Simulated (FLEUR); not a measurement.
Input and output of a self-consistent single point for MgS (F-43m, 2 atoms in the cell) (FLEUR).

Method of the run: PBEsol, all-electron FLAPW (FLEUR), scalar-relativistic valence run with FLEUR.

The change in words: lattice scaled by 0.98. Reference geometry:
```
CELL_PARAMETERS angstrom
      0.00000     2.83312     2.83312
      2.83312     0.00000     2.83312
      2.83312     2.83312     0.00000
ATOMIC_POSITIONS crystal
  Mg 0.00000 0.00000 0.00000
  S  0.75000 0.75000 0.75000
```

Reference input (self-consistent single point, DFT, PBEsol, all-electron FLAPW (FLEUR), scalar-relativistic valence): Kmax = 3.6 1/bohr; GmaxXC = 12.6 1/bohr; xcFunctional = PBEs; jspins = 1; l_soc = F; mode = hist; fermiSmearingEnergy = 0.0001 Htr; mesh (inpgen div1-3) = 10 10 10; inpgen gamma flag = true; Gmax = 12.6 1/bohr; numbands = 0; maxIterBroyd = 25. This run's input differs from it in these lines:

```diff
@@ -3,5 +3,5 @@
 &input film=f /
--0.0000000000 5.3538208782 5.3538208782
-5.3538208782 0.0000000000 5.3538208782
-5.3538208782 5.3538208782 0.0000000000
+0.0000000000 5.2467452165 5.2467452165
+5.2467452165 0.0000000000 5.2467452165
+5.2467452165 5.2467452165 0.0000000000
 1.0
@@ -44,5 +44,5 @@
          <bravaisMatrix>
-            <row-1>    0.0000000000000000     5.3538208781999996     5.3538208781999996</row-1>
-            <row-2>    5.3538208781999996     0.0000000000000000     5.3538208781999996</row-2>
-            <row-3>    5.3538208781999996     5.3538208781999996     0.0000000000000000</row-3>
+            <row-1>    0.0000000000000000     5.2467452164999999     5.2467452164999999</row-1>
+            <row-2>    5.2467452164999999     0.0000000000000000     5.2467452164999999</row-2>
+            <row-3>    5.2467452164999999     5.2467452164999999     0.0000000000000000</row-3>
          </bravaisMatrix>
```

Log, with long lists cut:

```
 Iteration:     1   Distance:       7.64689257 me/bohr^3
 Iteration:     2   Distance:       6.93305322 me/bohr^3
 Iteration:     3   Distance:       3.04852184 me/bohr^3
 Iteration:     4   Distance:       0.95038177 me/bohr^3
 Iteration:     5   Distance:       0.53470799 me/bohr^3
   [... 4 lines left out ...]
 Iteration:    10   Distance:       0.00112168 me/bohr^3
 Iteration:    11   Distance:       0.00058043 me/bohr^3
 Iteration:    12   Distance:       0.00011383 me/bohr^3
 Iteration:    13   Distance:       0.00000703 me/bohr^3
 Run finished successfully
 Stop message:
   Structural relaxation: Done

[file out, last iteration]
             iter=     14
[...]
          total density-effective poten   -9.2888226811E+02
          total charge density-energy d   -4.1075551902E+01
 Updated energy parameters for spin:           1
[...]
 fermi energy and band-weighting factors:

[...]
FERMIE:
          first approx. to ef    (T=0)  :   0.079293 htr   (energy of the highest occ. eigenvalue)
          number of occ. states  (T=0)  :        376
          first approx. to seigv (T=0)  : -14.079848 htr
          sum of weights of occ. states :   8.000000
          sum of semicore charge        :   0.000000 e
FERHIS:  Fermi-Energy by histogram:
          bandgap                     :   0.132673 htr
   [... lines left out ...]
          charge neutrality (T=0)     :   0.000000    (zero if the highest occ. eigenvalue is "entirely" occupied)
 Direct bandgap for spin            1 :   0.13267262435347421       Htr
 ---->    free energy=                      -598.5719625244 htr
   [... lines left out ...]
      extrapolation for T->0
 ---->    total electron energy=            -598.5719625244 htr
 ***** TOTAL FORCES ON ATOMS *****
 TOTAL FORCE FOR ATOM TYPE=  1  X=  0.000   Y=  0.000   Z=  0.000
                       FX_TOT= 0.000000 FY_TOT= 0.000000 FZ_TOT= 0.000000
 TOTAL FORCE FOR ATOM TYPE=  2  X= -2.623   Y= -2.623   Z= -2.623
                       FX_TOT= 0.000000 FY_TOT= 0.000000 FZ_TOT= 0.000000
 Structural relaxation: Done
```

The run converged in 13 iterations. FLEUR gives forces in its relaxation mode, with a further iteration, so its stop message speaks of a relaxation. Against the reference run the free energy goes up by 11.9 meV/atom and the gap on the mesh goes from 3.307 to 3.610 eV.

The starting cell comes from a database of computed structures (which also holds hypothetical and non-ambient phases and stackings), without a prior relaxation at this level. For this run, on top of that: lattice scaled by 0.98. Values depend on the basis (sphere radii, cutoffs, local orbitals), which need not be converged.

Cost on one core of a shared machine: roughly 60 s.
